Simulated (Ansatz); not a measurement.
The starting structures come from a database of crystals and need not be the phases stable at ambient conditions.

 Where the default PAW files enter, the runs use the earlier of Ansatz's two default sets.

Evanescent states of CsCdF3 (Pm-3m, cubic perovskite, not sure to be the ambient phase, 5 atoms a cell, 18.1 Å³ an atom) along the normal of (111)

The numbers are results of PBEsol (plane waves, PAW; Ansatz, a program for electronic structure), not measurements.

The gap is the functional's own, uncorrected, and κ follows it; spin-orbit coupling is left out. Mid-gap values are interpolated between the computed energies.

Energies count from the valence-band top; κ is the least over a 6×6 mesh across the current.

```json
[
 {"E (eV)": "0.08", "κ (1/Å)": "0.141", "where": "Γ"},
 {"E (eV)": "0.24", "κ (1/Å)": "0.237", "where": "Γ"},
 {"E (eV)": "0.40", "κ (1/Å)": "0.299", "where": "Γ"},
 {"E (eV)": "0.56", "κ (1/Å)": "0.346", "where": "Γ"},
 {"E (eV)": "0.72", "κ (1/Å)": "0.358", "where": "Γ"},
 {"E (eV)": "0.88", "κ (1/Å)": "0.359", "where": "Γ"},
 {"E (eV)": "1.04", "κ (1/Å)": "0.357", "where": "Γ"},
 {"E (eV)": "1.20", "κ (1/Å)": "0.353", "where": "Γ"},
 {"E (eV)": "1.36", "κ (1/Å)": "0.348", "where": "Γ"},
 {"E (eV)": "1.52", "κ (1/Å)": "0.341", "where": "Γ"},
 {"E (eV)": "1.68", "κ (1/Å)": "0.332", "where": "Γ"},
 {"E (eV)": "1.84", "κ (1/Å)": "0.321", "where": "Γ"},
 {"E (eV)": "2.00", "κ (1/Å)": "0.308", "where": "Γ"},
 {"E (eV)": "2.16", "κ (1/Å)": "0.293", "where": "Γ"},
 {"E (eV)": "2.32", "κ (1/Å)": "0.274", "where": "Γ"},
 {"E (eV)": "2.48", "κ (1/Å)": "0.253", "where": "Γ"},
 {"E (eV)": "2.64", "κ (1/Å)": "0.226", "where": "Γ"},
 {"E (eV)": "2.80", "κ (1/Å)": "0.194", "where": "Γ"},
 {"E (eV)": "2.96", "κ (1/Å)": "0.152", "where": "Γ"},
 {"E (eV)": "3.12", "κ (1/Å)": "0.086", "where": "Γ"}
]
```

Q: How thick must the barrier be to attenuate the transmission by 10^4 when the electrodes' Fermi level lies at 0.88 eV, and what attenuation does that film give at 0.24 eV?

A: d = 4 ln 10 / (2 × 0.359) = 12.8 Å. At 0.24 eV it gives 4 × 0.237/0.359 = 2.6 decades.
